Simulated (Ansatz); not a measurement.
Start from ZnCu₂SnS₄ (space group I-42m, No. 121; a = 5.372 Å, c = 10.757 Å; a cell from a computed database, its experimental status unchecked). Axes: x, y, z lie along a, b, c of the conventional cell.

Level of theory: PBEsol/PAW in Ansatz (an electronic-structure program), scalar-relativistic without spin-orbit coupling.

Before the change:

* **Shortest interatomic distance**: 226.9 pm

It is then changed as follows: tensor shear ε_xz = +1.60 % (engineering shear γ = 0.0320); the atoms relax in the strained cell.

**Question.** How does this affect the shortest interatomic distance?

**Answer.** The shortest interatomic distance stays essentially unchanged (226.9 pm against 226.7 pm).

**Question.** What does the calculation give for the largest internal atomic displacement after the change?

**Answer.** The largest internal atomic displacement comes out as 0.020 Å.

**Question.** Estimate the effect on the energy relative to the base.

**Answer.** The energy rises by 2.7 meV/atom.

Stability against distortions was not tested. The final runs are not spin-polarised.
